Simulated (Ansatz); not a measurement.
## As (Pm-3m, No. 221, 1 atom in the cell; start mp-10; another form than the element's usual one)

Computed with PBEsol (Ansatz, a program for electronic structure, PAW).

Numerical settings: plane-wave cutoff 520 eV, 20×20×20 k mesh, Fermi–Dirac smearing 0.05 eV, scalar-relativistic PAW data made under PBE.

Cell (relaxed at this level):

```cif
data_As
_chemical_formula_sum 'As1'
_space_group_name_H-M_alt 'P 1'
_space_group_IT_number 1
_cell_length_a 2.68963
_cell_length_b 2.68963
_cell_length_c 2.68963
_cell_angle_alpha 90.000
_cell_angle_beta 90.000
_cell_angle_gamma 90.000
loop_
_space_group_symop_operation_xyz
  'x, y, z'
loop_
_atom_site_label
_atom_site_type_symbol
_atom_site_fract_x
_atom_site_fract_y
_atom_site_fract_z
_atom_site_occupancy
As1 As 0.50000 0.50000 0.50000 1
```

```yaml
band_gap: zero (no gap)
bulk modulus B0: 87.0 GPa
```

Note: the relaxation could not lower the start's symmetry, so the cell can be a saddle point above a distorted one; the bulk modulus is −V dP/dV from two relaxed cells at ±2 % in volume.

Spin–orbit coupling is not included.

Static lattice: no zero-point or thermal effects.

The result took around 19 core-seconds (rough).

A start named mp-… is a Materials Project structure, which need not be a measured phase.
